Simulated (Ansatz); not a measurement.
The starting structures come from a database of crystals and need not be the phases stable at ambient conditions.

Consider the following.

```
N2OSi2
1.0
    5.22786     0.00000     0.00000
   -2.33038     4.67973     0.00000
    0.00000     0.00000     4.85861
Si N O
4 4 2
Direct
  0.67242   0.02668   0.27070
  0.32758   0.97332   0.77070
  0.02668   0.67242   0.27070
  0.97332   0.32758   0.77070
  0.65712   0.09564   0.61502
  0.34288   0.90436   0.11502
  0.09564   0.65712   0.61502
  0.90436   0.34288   0.11502
  0.79128   0.79128   0.22129
  0.20872   0.20872   0.72129
```

Space group of this cell: Cmc2_1. The cell is taken as given; by PBEsol its mean pressure is 2.2 GPa.

Computed with PBEsol (plane waves, PAW; Ansatz, a quantum-chemistry and plane-wave program).

The current runs along the normal of the first two printed vectors; no spin-orbit coupling. Scaled by the factor s: the length along the current (ions clamped). Meshes 6×6×6 and 6×6 across the current in all rows.

| s | mean pressure (GPa) | band gap (eV) |
|---|---|---|
| 0.97 | 9.5 | ? |
| 1.00 | 2.2 | 4.99 |
| 1.03 | -3.7 | 4.68 |

**Question.** Take the slope of the band gap against ln s from the two given rows, extrapolate to s = 0.97, and say what the run there gives.

**Answer.** Slope = (4.68 − 4.99) / ln 1.03 = -10.5 eV. The line gives 4.99 + (-10.5) × ln 0.97 = 5.31 eV. The run gives 5.24 eV, 0.07 eV under the line, 22 % of the predicted step.
